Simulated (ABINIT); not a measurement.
**Worked example: self-consistent single point of FeO (Fm-3m, 2 atoms in the cell) in ABINIT**

Method of the run: PBE, PAW (JTH v2.0 PBE PAW) (plane waves; ABINIT 10.0.3).

Input as run:

```
# FeO, JTH v2.0 PBE PAW
pp_dirpath "./"
pseudos "Fe.GGA_PBE-JTH.xml, O.GGA_PBE-JTH.xml"
acell 3*1.0 Angstrom
rprim
        -0.0000000000    2.1337720000    2.1337720000
         2.1337720000    0.0000000000    2.1337720000
         2.1337720000    2.1337720000   -0.0000000000
natom 2
ntypat 2
znucl 26 8
typat 1 2
xred
         0.0000000000    0.0000000000    0.0000000000
         0.5000000000    0.5000000000    0.5000000000
ecut 30
pawecutdg 60
pawxcdev 0
ixc 11
nsppol 2
spinat
      0 0 4
      0 0 0
occopt 3
tsmear 0.00367493
nband 18
kptopt 1
ngkpt 18 18 18
nshiftk 1
shiftk 0 0 0
nstep 50
tolvrs 1.0e-12
prtwf 0
prtden 0
prtvol 1
```

Output (repeated stretches shortened):

```
 Symmetries : space group Fm -3 m (#225); Bravais cF (face-center cubic)

 -outvars: echo values of preprocessed input variables --------
            acell      1.8897261329E+00  1.8897261329E+00  1.8897261329E+00 Bohr
             ecut      3.00000000E+01 Hartree
              ixc          11
         kptrlatt       18    0    0      0   18    0      0    0   18
          kptrlen      1.02644193E+02
            natom           2
            nband          18
            ngfft          30      30      30
          ngfftdg          40      40      40
             nkpt         195
           nspden           2
           nsppol           2
            nstep          50
             nsym          48
           ntypat           2
           occopt           3
        pawecutdg      6.00000000E+01 Hartree
         pawxcdev           0
            rprim     -0.0000000000E+00  2.1337720000E+00  2.1337720000E+00
                       2.1337720000E+00  0.0000000000E+00  2.1337720000E+00
                       2.1337720000E+00  2.1337720000E+00 -0.0000000000E+00
          spgroup         225
           spinat      0.0000000000E+00  0.0000000000E+00  4.0000000000E+00
                       0.0000000000E+00  0.0000000000E+00  0.0000000000E+00
           tolvrs      1.00000000E-12
           tsmear      3.67493000E-03 Hartree
            typat      1  2
           useylm           1
             xred      0.0000000000E+00  0.0000000000E+00  0.0000000000E+00
                       5.0000000000E-01  5.0000000000E-01  5.0000000000E-01
            znucl       26.00000    8.00000

== DATASET  1 ==================================================================

 Exchange-correlation functional for the present dataset will be:
  GGA: Perdew-Burke-Ernzerhof functional - ixc=11
 Citation for XC functional:
  J.P.Perdew, K.Burke, M.Ernzerhof, PRL 77, 3865 (1996)

 Real(R)+Recip(G) space primitive vectors, cartesian coordinates (Bohr,Bohr^-1):
 R(1)=  0.0000000  4.0322447  4.0322447  G(1)= -0.1240004  0.1240004  0.1240004
 R(2)=  4.0322447  0.0000000  4.0322447  G(2)=  0.1240004 -0.1240004  0.1240004
 R(3)=  4.0322447  4.0322447  0.0000000  G(3)=  0.1240004  0.1240004 -0.1240004
 Unit cell volume ucvol=  1.3112051E+02 bohr^3
 Angles (23,13,12)=  6.00000000E+01  6.00000000E+01  6.00000000E+01 degrees

 Coarse grid specifications (used for wave-functions):

 getcut: wavevector=  0.0000  0.0000  0.0000  ngfft=  30  30  30
         ecut(hartree)=     30.000   => boxcut(ratio)=   2.13607

 Fine grid specifications (used for densities):

 getcut: wavevector=  0.0000  0.0000  0.0000  ngfft=  40  40  40
         ecut(hartree)=     60.000   => boxcut(ratio)=   2.01167

   7.84782077E+02                                ecore*ucvol(ha*bohr**3)

 newkpt: prtvol=0 or 1, do not print more k-points.
 newkpt: prtvol=0 or 1, do not print more k-points.
_setup2: Arith. and geom. avg. npw (full set) are    1029.136    1029.113

--- !BeginCycle
solver: {iscf: 17, nstep: 50, nline: 4, wfoptalg: 10, }
tolerances: {tolvrs: 1.00E-12, }
...

     iter   Etot(hartree)     deltaE(h) residm    nres2    magn
 ETOT  1  -138.98561832341    -1.39E+02 3.29E+01 6.37E+02 1.741
 ETOT  2  -142.84597743659    -3.86E+00 1.48E-01 2.31E+03 0.084
 ETOT  3  -140.54507025450     2.30E+00 1.32E+00 3.93E+01 2.911
 ETOT  4  -140.57782134687    -3.28E-02 1.01E-01 2.80E+01 3.022
 ETOT  5  -140.57278164993     5.04E-03 1.12E-01 9.50E+00 3.435
 ETOT  6  -140.57369486675    -9.13E-04 1.01E-02 7.97E+00 3.609
   [... 12 lines left out ...]
 ETOT 19  -140.57636874027    -1.92E-11 1.40E-03 8.64E-09 3.992
 ETOT 20  -140.57636874026     8.90E-12 3.96E-04 6.46E-10 3.992
 ETOT 21  -140.57636874026     1.42E-13 9.70E-04 5.59E-11 3.992
 ETOT 22  -140.57636874026     3.69E-13 2.47E-04 3.02E-12 3.992
 ETOT 23  -140.57636874026    -1.99E-13 5.57E-04 2.79E-13 3.992

 At SCF step   23       nres2   =  2.79E-13 < tolvrs=  1.00E-12 =>converged.

 Cartesian components of stress tensor (hartree/bohr^3)
  sigma(1 1)= -1.67212887E-04  sigma(3 2)=  0.00000000E+00
  sigma(2 2)= -1.67212887E-04  sigma(3 1)=  0.00000000E+00
  sigma(3 3)= -1.67212887E-04  sigma(2 1)=  0.00000000E+00

 Integrated electronic and magnetization densities in atomic spheres:
 Radius=ratsph(iatom), smearing ratsm=  0.0000. Diff(up-dn)=approximate z local magnetic moment.
 Atom    Radius    up_density   dn_density  Total(up+dn)  Diff(up-dn)
    1   2.11532     8.876457     5.295336     14.171793     3.581122
    2   1.41465     2.415921     2.126001      4.541922     0.289920
  Sum:             11.292378     7.421337     18.713715     3.871041
 Total magnetization (from the atomic spheres):             3.871041
 Total magnetization (exact up - dn):                       3.992437

 ----iterations are completed or convergence reached----

 reduced coordinates (array xred) for    2 atoms
       0.000000000000      0.000000000000      0.000000000000
       0.500000000000      0.500000000000      0.500000000000
 cartesian forces (eV/Angstrom) at end:
    1     -0.00000000000000    -0.00000000000000    -0.00000000000000
    2     -0.00000000000000    -0.00000000000000    -0.00000000000000
 frms,max,avg= 0.0000000E+00 0.0000000E+00   0.000E+00  0.000E+00  0.000E+00 e/A
 length scales=  1.889726132886  1.889726132886  1.889726132886 bohr
              =  1.000000000000  1.000000000000  1.000000000000 angstroms
 Fermi (or HOMO) energy (hartree) =   0.32251   Average Vxc (hartree)=  -0.44461
 Magnetization (Bohr magneton)=  3.99243826E+00
 Total spin up =  1.29962191E+01   Total spin down =  9.00378087E+00
 Eigenvalues (hartree) for nkpt= 195  k points, SPIN UP:
 kpt#   1, nband= 18, wtk=  0.00017, kpt=  0.0000  0.0000  0.0000 (reduced coord)
  -2.98062   -1.73211   -1.73211   -1.73211   -0.45064    0.17626    0.17626    0.17626
   0.17970    0.17970    0.17970    0.18792    0.18792    0.32926    0.88840    0.95458
   0.95458    0.95458
      occupation numbers for kpt#   1
   1.00000    1.00000    1.00000    1.00000    1.00000    1.00000    1.00000    1.00000
   1.00000    1.00000    1.00000    1.00000    1.00000    0.13755    0.00000    0.00000
   0.00000    0.00000
 prteigrs : prtvol=0 or 1, do not print more k-points.

 Eigenvalues (hartree) for nkpt= 195  k points, SPIN DOWN:
 kpt#   1, nband= 18, wtk=  0.00017, kpt=  0.0000  0.0000  0.0000 (reduced coord)
  -2.82783   -1.58288   -1.58288   -1.58288   -0.43111    0.19677    0.19677    0.19677
   0.29452    0.29452    0.29452    0.33045    0.33045    0.35886    0.88702    0.98963
   0.98963    0.98963
      occupation numbers for kpt#   1
   1.00000    1.00000    1.00000    1.00000    1.00000    1.00000    1.00000    1.00000
   0.99951    0.99951    0.99951    0.10354    0.10354    0.00005    0.00000    0.00000
   0.00000    0.00000
 prteigrs : prtvol=0 or 1, do not print more k-points.

--- !EnergyTerms
comment             : Components of total free energy in Hartree
kinetic             :  1.96908158365480E+01
hartree             :  2.97829488284478E+01
xc                  : -6.30204290869969E+00
Ewald energy        : -9.59768411181320E+01
psp_core            :  5.98519683786161E+00
local_psp           : -8.36910297528836E+01
spherical_terms     : -1.00637695087532E+01
internal            : -1.40574721785611E+02
'-kT*entropy'       : -1.64696587713645E-03
total_energy        : -1.40576368751488E+02
total_energy_eV     : -3.82527753174166E+03
...

-Cartesian components of stress tensor (GPa)         [Pressure=  4.9196E+00 GPa]
- sigma(1 1)= -4.91957217E+00  sigma(3 2)=  0.00000000E+00
- sigma(2 2)= -4.91957217E+00  sigma(3 1)=  0.00000000E+00
- sigma(3 3)= -4.91957217E+00  sigma(2 1)=  0.00000000E+00

 Calculation completed.
```

The run converged in 23 iterations.

The starting cell comes from a database of computed structures (which also holds hypothetical and non-ambient phases and stackings), without a prior relaxation at this level. Its lattice was rescaled by a random factor within 2.5 % of one. With one magnetic atom in the cell only a parallel order is possible. With a pressure of about 5 GPa the cell is away from its equilibrium volume at this level.

Cost on one core of a shared machine: roughly 8 min.
